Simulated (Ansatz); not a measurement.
**A constructed model of the (111) surface of fcc Cu, a layer of Rh in place of the second plane (bottom of the slab: a bare face, its two planes held)**

Computed with PBE (plane waves to 420 eV, PAW; Ansatz, a program for electronic structure).

Set-up: 6 atoms, 10.6 Å thick at the start with caps and adatoms (thin: gaps and levels are the slab's own); mesh 17x17x1; 0.1 eV smearing; dipole correction on; 2 atoms held, the rest relaxed; start symmetry kept, larger cells not searched; no spin, no spin-orbit, no U. In PBE it lies 0.06 eV a 1x1 cell over the lowest computed structure of the same composition (a layer of Rh in place of the third plane).

The work function of the top face comes out as 5.10 eV and the energy released by relaxation is 0.015 eV. The cost is roughly 80 core-seconds.
